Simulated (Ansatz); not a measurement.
The starting structures come from a database of crystals and need not be the phases stable at ambient conditions.

Inside the gap of an insulator the Bloch states are evanescent, with a wavenumber k + iκ along the transport direction.

Given:

```yaml
crystal:
  lattice:
    - [4.67575, 0.00000, 0.00000]
    - [2.29233, 4.07528, 0.00000]
    - [0.00000, 0.00000, 7.63690]
  atoms:
    - { symbol: Cd, position: [0.15153, 0.15153, 0.00017] }
    - { symbol: Cd, position: [0.84847, 0.84847, 0.50017] }
    - { symbol: Te, position: [0.81781, 0.81781, 0.12483] }
    - { symbol: Te, position: [0.18219, 0.18219, 0.62483] }
```

Space group of this cell: Cmc2_1. The cell is taken as given; by r2SCAN its mean pressure is -1.2 GPa.

Transport runs along the normal of the first two printed cell vectors.

The gap is the functional's own, uncorrected, and κ follows it; spin-orbit coupling is left out. Mid-gap values are interpolated between the computed energies.

### Question
Estimate the band gap and the smallest decay constant κ at mid-gap that r2SCAN (Ansatz, an electronic-structure program) returns for this system.

### Answer
Gap 1.11 eV on a 8×8×4 mesh; κ = 0.076 1/Å, at the zone centre.
